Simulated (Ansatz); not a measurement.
## A computed series for ZrB2: response to strain

Take ZrB2 (space group P6/mmm, No. 191; relaxed with 0.1 eV smearing) as the base.

Space group P6/mmm (No. 191); a = b = 3.171 Å, c = 3.542 Å, α = β = 90.00°, γ = 120.00°

| atom | site | symmetry | x | y | z |
|---|---|---|---|---|---|
| Zr | 1a | 6/mmm | 0.0000 | 0.0000 | 0.0000 |
| B | 2d | -6m2 | 0.3333 | 0.6667 | 0.5000 |

Strains are applied to the cell and any free atomic positions relax.

Computed with DFT with PBE, PAW potentials and a 420 eV plane-wave cutoff in Ansatz (an electronic-structure program), no spin-orbit coupling.

Notes on the quantities. energy relative to the base: free energy F; pressure: mean of the normal stresses, compression positive.

```csv
case,energy relative to the base,volume per atom,pressure
base,0 meV/atom,10.28 Å³,0.0 GPa
isotropic strain −2.50 %,+46 meV/atom,9.53 Å³,21.0 GPa
isotropic strain −2.00 %,+29 meV/atom,9.68 Å³,16.3 GPa
isotropic strain −1.50 %,+16 meV/atom,9.83 Å³,11.8 GPa
isotropic strain −1.00 %,+7.1 meV/atom,9.98 Å³,7.6 GPa
isotropic strain −0.50 %,[?],10.13 Å³,[?]
isotropic strain +1.00 %,+6.7 meV/atom,10.60 Å³,-6.7 GPa
isotropic strain +2.00 %,+26 meV/atom,10.91 Å³,-12.6 GPa
isotropic strain +2.50 %,+40 meV/atom,11.07 Å³,-15.3 GPa
isotropic strain +3.00 %,+57 meV/atom,11.24 Å³,-17.8 GPa
```

Complete the table.


- isotropic strain −0.50 %, energy relative to the base: +1.7 meV/atom
- isotropic strain −0.50 %, pressure: 3.7 GPa

Whether these cells are dynamically stable was not tested. The final runs are not spin-polarised.
